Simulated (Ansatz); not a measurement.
## ZrSiS: pressure series

The reference is ZrSiS (space group P4/nmm, No. 129; a = 3.5189 Å, c = 8.0287 Å).

Cell and atoms are relaxed at each pressure.

Method: Ansatz (a first-principles code) PBEsol, no spin-orbit coupling.

```csv
pressure (GPa),volume per atom (Å³/atom)
-1,16.691
0,16.569
0.3,16.534
0.7,16.488
1.5,16.398
3,16.236
5,?
7.5,15.795
10,15.574
```

Problem. Fit the third-order Birch–Murnaghan form P(V) = (3B₀/2)[(V₀/V)^(7/3) − (V₀/V)^(5/3)]·[1 + (3/4)(B₀′ − 4)((V₀/V)^(2/3) − 1)] (squares taken in P) to the rows shown and predict the withheld row.

Solution. Least squares on the printed values gives V₀ = 16.570 Å³/atom, B₀ = 141 GPa, B₀′ = 4.4; this predicts 16.032 Å³/atom, and the run gives 16.032 Å³/atom, in agreement.

Load acts through the strain it causes; cell and atoms are relaxed under it. Whether these cells are dynamically stable was not tested. No other phases were tried under pressure. All final runs are without spin polarisation.
